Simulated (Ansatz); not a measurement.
The starting structures come from a database of crystals and need not be the phases stable at ambient conditions.

The decay constant κ of evanescent states in the gap governs leakage through a thin film.

Consider the following.

```yaml
crystal:
  lattice:
    - [7.62942, 0.00000, 0.00000]
    - [0.00000, 7.62942, 0.00000]
    - [3.81471, -3.81471, 5.56041]
  atoms:
    - { symbol: Cs, position: [0.25000, 0.25000, 0.50000] }
    - { symbol: Cs, position: [0.75000, 0.75000, 0.50000] }
    - { symbol: Hg, position: [0.50000, 0.50000, 0.00000] }
    - { symbol: Pd, position: [0.00000, 0.00000, 0.00000] }
    - { symbol: Cl, position: [0.28742, 0.71258, 0.42516] }
    - { symbol: Cl, position: [0.71258, 0.28742, 0.57484] }
    - { symbol: Cl, position: [0.78277, 0.21723, 0.00000] }
    - { symbol: Cl, position: [0.21723, 0.78277, 0.00000] }
    - { symbol: Cl, position: [0.78277, 0.78277, 0.00000] }
    - { symbol: Cl, position: [0.21723, 0.21723, 0.00000] }
```

Space group of this cell: I4/mmm. The cell is taken as given; by r2SCAN its mean pressure is -1.3 GPa.

Transport runs along the normal of the first two printed cell vectors, the (001) plane of the conventional cell.

The gap is the functional's own, uncorrected, and κ follows it; spin-orbit coupling is left out. Mid-gap values are interpolated between the computed energies.

Task: State the band gap and the smallest decay constant κ at mid-gap according to r2SCAN (Ansatz, a quantum-chemistry and plane-wave program).

Result: Gap 1.48 eV on a 6×6×6 mesh; κ = 0.178 1/Å, at (0.500, 0.500) of the in-plane reciprocal vectors. At the zone centre, at the nearest computed energy, the slowest state has κ = 0.21 1/Å.
